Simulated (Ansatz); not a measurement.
**Fermi-surface data of TiOs (Pm-3m)**

Data:

```xyz
2
Lattice="3.0607 0.0000 0.0000 0.0000 3.0607 0.0000 0.0000 0.0000 3.0607" Properties=species:S:1:pos:R:3 pbc="T T T"
Ti     1.5304     1.5304     1.5304
Os     0.0000     0.0000     0.0000
```

These are PBEsol, rigid bands (plane waves, PAW, scalar-relativistic; Ansatz, a program for electronic structure) values and carry that method's errors. Geometry: cell and atoms relaxed with PBEsol.

| Quantity | Result |
|---|---|
| density of states at the Fermi level | 0.385 states/(eV·cell), both spins |
| bare Sommerfeld coefficient | 0.45 mJ/(mol of atoms·K²) |
| Drude plasma energy | 4.7 eV |
| root-mean-square Fermi velocity | 7.9e5 m/s |
| resistivity times τ | 23 ×10⁻²² Ω·m·s |

A metal at this level (no band gap); rigid bands, thermally averaged at 300 K, both spins. Spin-orbit coupling is left out, which matters with elements this heavy. τ is one relaxation time for all states.

Formula and space group known from diffraction (Crystallography Open Database), not checked to be the room-temperature form: TiOs (Pm-3m).
